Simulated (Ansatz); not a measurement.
The starting structures come from a database of crystals and need not be the phases stable at ambient conditions.

By PBEsol, the system below comes out a metal.

A figure of merit of an interconnect metal is its ballistic conductance per area.

Here is the system:

```xyz
2
Lattice="3.0285 0.0000 0.0000 0.0000 4.2829 0.0000 0.0000 2.1415 2.1415" Properties=species:S:1:pos:R:3 pbc="T T T"
Ga     0.0000     0.0000     0.0000
Ir     1.5143     2.1415     0.0000
```

The cell is taken as given; by PBEsol it stands under a pressure of -2.1 GPa.

The current flows along the normal of the first two printed cell vectors, the (110) plane of the conventional cell. No spin-orbit coupling; the value is a mean over 0.1 eV about the Fermi level.

Question: Predict the ballistic conductance per area from PBEsol run with Ansatz (an electronic-structure program).

Answer: 0.41 × 10¹⁵ S/m² for both spins.
